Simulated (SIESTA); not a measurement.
Worked example: self-consistent single point of KMnF₃ (P1, 5 atoms in the cell) in SIESTA.

Method: LDA PW92, numerical atomic orbitals DZP, PseudoDojo LDA standard norm-conserving potentials (rewritten from UPF to PSML) (SIESTA 5.4.2).

The change in words: atoms moved at random. Reference geometry:
```yaml
crystal:
  lattice:
    - [4.18268, 0.00000, 0.00000]
    - [0.00000, 4.18268, 0.00000]
    - [0.00000, 0.00000, 4.18268]
  atoms:
    - { symbol: K, position: [0.50000, 0.50000, 0.50000] }
    - { symbol: Mn, position: [0.00000, 0.00000, 0.00000], spin: 4.0 }
    - { symbol: F, position: [0.50000, 0.00000, 0.00000] }
    - { symbol: F, position: [0.00000, 0.50000, 0.00000] }
    - { symbol: F, position: [0.00000, 0.00000, 0.50000] }
```
(The spins are starting values, not results.)

Reference input (self-consistent single point, DFT, LDA PW92, numerical atomic orbitals DZP, PseudoDojo LDA standard norm-conserving potentials (rewritten from UPF to PSML)): XC.functional = LDA; XC.authors = PW92; potentials = PseudoDojo LDA standard; PAO.BasisSize = DZP; PAO.EnergyShift = 0.005 Ry; MeshCutoff = 350 Ry; kgrid.MonkhorstPack = 4 4 4; OccupationFunction = FD; ElectronicTemperature = 0.02 eV; Spin = polarized; DM.InitSpin = [1 +0.00, 2 +4.00, 3 +0.00, 4 +0.00, 5 +0.00]; MaxSCFIterations = 150. This run's input differs from it in these lines:

```diff
@@ -19,7 +19,7 @@
 %block AtomicCoordinatesAndAtomicSpecies
-     3.952059833    3.952059833    3.952059833  1
-     0.000000000    0.000000000    0.000000000  2
-     3.952059833    0.000000000    0.000000000  3
-     0.000000000    3.952059833    0.000000000  3
-     0.000000000    0.000000000    3.952059833  3
+     4.009348893    3.915756212    3.951000681  1
+     0.041773272   -0.014219511    0.107298424  2
+     3.916507103    0.054783453   -0.079143950  3
+    -0.090755102    3.999974607   -0.018139955  3
+     0.027245500   -0.052175094    3.943096562  3
 %endblock AtomicCoordinatesAndAtomicSpecies
```

Output (repeated stretches shortened):

```
        iscf     Eharris(eV)        E_KS(eV)     FreeEng(eV)     dDmax    Ef(eV) dHmax(eV)
   scf:    1    -5778.941677    -5781.170819    -5781.174165  0.805163 -2.851949  9.467645
     spin moment: {S} , |S| = {        0.0        0.0    4.96825 }     4.96825
   scf:    2    -5784.493785    -5782.946142    -5782.947724  0.088371 -3.382363  6.182403
     spin moment: {S} , |S| = {        0.0        0.0    4.96878 }     4.96878
   scf:    3    -5785.160158    -5784.428539    -5784.428539  0.162468 -4.058154  0.949154
     spin moment: {S} , |S| = {        0.0        0.0    5.00000 }     5.00000
   [... lines left out ...]
     spin moment: {S} , |S| = {        0.0        0.0    5.00000 }     5.00000
   scf:   12    -5784.467579    -5784.467579    -5784.467579  0.000093 -4.257383  0.000349
     spin moment: {S} , |S| = {        0.0        0.0    5.00000 }     5.00000
   scf:   13    -5784.467579    -5784.467579    -5784.467579  0.000022 -4.257131  0.000069
     spin moment: {S} , |S| = {        0.0        0.0    5.00000 }     5.00000
   scf:   14    -5784.467579    -5784.467579    -5784.467579  0.000002 -4.257147  0.000021
     spin moment: {S} , |S| = {        0.0        0.0    5.00000 }     5.00000
SCF Convergence by DM+H criterion
max |DM_out - DM_in|         :     0.0000019082
max |H_out - H_in|      (eV) :     0.0000214860
SCF cycle converged after 14 iterations

Using DM_out to compute the final energy and forces

siesta: E_KS(eV) =            -5784.4676

siesta: E_KS - E_eggbox =     -5784.4676

siesta: Atomic forces (eV/Ang):
     1    0.000198    0.015526    0.068105
     2   -0.207995    0.150994   -0.404612
     3    0.228637    0.018593    0.046534
     4    0.011504   -0.243620    0.028070
     5   -0.025516    0.052150    0.270008
   Tot    0.006827   -0.006358    0.008106
   Max    0.404612
   Res    0.168520    sqrt( Sum f_i^2 / 3N )
   Max    0.404612    constrained

Stress tensor Voigt[x,y,z,yz,xz,xy] (kbar):       51.45       52.04       48.27       -0.08        0.33       -0.47
   [... lines left out ...]
siesta: FreeEng =     -5784.467579
siesta: Cell volume =         73.175200 Ang**3
siesta:         -50.58655704        -55.37900642  kBar
   [... lines left out ...]
              0.001   0.001   0.002   0.001   0.000

mulliken: Qtot =       20.000

Mulliken Atomic Populations:
Atom #   charge [q] valence [e]      Sz [e]  Species
     1     0.618686    8.381314   -0.013289  K
     2     0.812109   14.187891    4.814410  Mn
     3    -0.476692    7.476692    0.066062  F
     4    -0.476990    7.476990    0.065812  F
     5    -0.477113    7.477113    0.067005  F
 Total     0.000000                5.000000
```

The run converged in 14 iterations. Against the reference run the free energy rises by 4.5 meV/atom, the pressure goes from -5.28 to -5.06 GPa, the largest force goes from 0.000 to 0.479 eV/Å, the gap on the mesh moves little (0.989 to 0.987 eV) and the size of the net moment stays at 1.00 μB/atom.

The starting cell comes from a database of computed structures (which also holds hypothetical and non-ambient phases and stackings), without a prior relaxation at this level. For this run, on top of that: atoms moved at random. With one magnetic atom in the cell only a parallel order is possible. Values carry the incompleteness of an atom-centred basis. The basis of the alkali or alkaline-earth atoms may lack their empty d shell, which can raise the gap. With a pressure of about -5 GPa the cell is away from its equilibrium volume at this level.

Cost on one core of a shared machine: roughly 30 s.
